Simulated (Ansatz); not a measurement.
Start from AlV2C (space group P6_3/mmc, No. 194; a = 2.905 Å, c = 13.134 Å).

(Cell as relaxed with PBE.)

Levels (all Ansatz, a program for electronic structure, PAW, earlier PAW set): PBE (420 eV, spin-orbit coupling left out); r2SCAN (500 eV, spin-orbit coupling left out).

Each level relaxes its own structure.

| base | PBE | r2SCAN |
|---|---|---|
| volume per atom | 12.00 Å³ | 11.83 Å³ |
| lattice parameter a | 5.490 bohr | 5.453 bohr |
| band gap | zero | zero |

Perturbation: cell and atoms relaxed at a pressure of 10 GPa.

| quantity | PBE | r2SCAN |
|---|---|---|
| c/a ratio | 4.527 | ? |
| volume per atom | 11.40 Å³ | ? |

### Question
Given the PBE results, estimate those of r2SCAN.

### Answer

- c/a ratio, r2SCAN: 4.552
- volume per atom, r2SCAN: 11.27 Å³

PBE's c/a ratio lies 0.025 below r2SCAN's; PBE's volume per atom lies 0.124 Å³ above r2SCAN's (1.1 %). Neither level is exact; r2SCAN is the comparison here, not a measurement.

Load acts through the strain it causes; cell and atoms are relaxed under it. Whether these cells are dynamically stable was not tested. Competing high-pressure phases were not computed. Seeded moments were not kept for the base. The final runs are not spin-polarised.
